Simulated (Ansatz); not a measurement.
Where the default PAW files enter, the runs use the earlier of Ansatz's two default sets.

Data:

```xyz
4
Lattice="4.3461 0.0000 0.0000 -2.1730 3.7638 0.0000 0.0000 0.0000 7.0898" Properties=species:S:1:pos:R:3 pbc="T T T"
Cd     2.1730     1.2546     3.5446
Cd     0.0000     2.5092     7.0895
Se     2.1730     1.2546     6.2101
Se     0.0000     2.5092     2.6651
```

Space group of this cell: P6_3mc, wurtzite. The cell is taken as given.

The current runs along the normal of the first two printed vectors, the (001) plane. All runs by Ansatz (an electronic-structure program), plane waves and PAW, without spin-orbit coupling; the base is r2SCAN.

```json
[
 {"run": "base", "mean pressure (GPa)": "-0.2", "gap (eV)": "1.09", "mid-gap κ (1/Å)": "0.081"},
 {"run": "all lengths scaled by 0.98", "mean pressure (GPa)": "3.3", "gap (eV)": "1.23", "mid-gap κ (1/Å)": "0.089"},
 {"run": "all lengths scaled by 1.02", "mean pressure (GPa)": "-2.8", "gap (eV)": "___", "mid-gap κ (1/Å)": "___"},
 {"run": "lda in place of r2scan", "mean pressure (GPa)": "-3.3", "gap (eV)": "0.33", "mid-gap κ (1/Å)": "0.029"},
 {"run": "lengths across the current scaled by 0.98, ions clamped", "mean pressure (GPa)": "2.0", "gap (eV)": "___", "mid-gap κ (1/Å)": "___"},
 {"run": "lengths across the current scaled by 1.02, ions clamped", "mean pressure (GPa)": "-2.0", "gap (eV)": "1.01", "mid-gap κ (1/Å)": "0.075"},
 {"run": "lengths along the current scaled by 0.97, ions clamped", "mean pressure (GPa)": "1.5", "gap (eV)": "___", "mid-gap κ (1/Å)": "___"},
 {"run": "lengths along the current scaled by 1.03, ions clamped", "mean pressure (GPa)": "-1.5", "gap (eV)": "0.98", "mid-gap κ (1/Å)": "0.079"},
 {"run": "pbesol in place of r2scan", "mean pressure (GPa)": "-1.5", "gap (eV)": "0.48", "mid-gap κ (1/Å)": "0.040"}
]
```

Question: Complete the blanks.

Answer: 
- all lengths scaled by 1.02, gap (eV): 0.95
- all lengths scaled by 1.02, mid-gap κ (1/Å): 0.073
- lengths across the current scaled by 0.98, ions clamped, gap (eV): 1.15
- lengths across the current scaled by 0.98, ions clamped, mid-gap κ (1/Å): 0.087
- lengths along the current scaled by 0.97, ions clamped, gap (eV): 1.17
- lengths along the current scaled by 0.97, ions clamped, mid-gap κ (1/Å): 0.085
